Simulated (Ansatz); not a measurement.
# BeS, carrier doping

The reference is BeS in the zinc blende structure (space group F-43m, No. 216; a = 4.869 Å).

Carriers are added at fixed cell with a uniform background; the Fermi–Dirac width is that of 300 K.

All numbers come from Kohn–Sham DFT with the r2SCAN functional, run in Ansatz (a quantum-chemistry and plane-wave program) with PAW and 500 eV plane waves, without spin-orbit coupling.

Notes on the quantities. Fermi level from band edge: Fermi level relative to the doped band's edge (positive inside the band; to 0.05 eV).

| hole density (10^21 cm⁻³) | Fermi level from band edge (eV) |
|---|---|
| 0.5 | 0.10 |
| 0.7 | 0.10 |
| 1.5 | ? |
| 20 | 0.95 |

Problem. Fit E_F = C n^s, fitted as a line in log–log form (a parabolic band gives s = 2/3) to the rows shown and predict the withheld row.

Solution. Least squares on the printed values gives C = 0.14 eV, s = 0.64 (largest residual 0.01 eV); this predicts 0.18 eV, and the run gives 0.20 eV, in agreement.

Charged cell with a jellium background: band edges are those of the host's band count, energies are not comparable with the neutral cell, and many-body gap narrowing is missing. Whether these cells are dynamically stable was not tested.
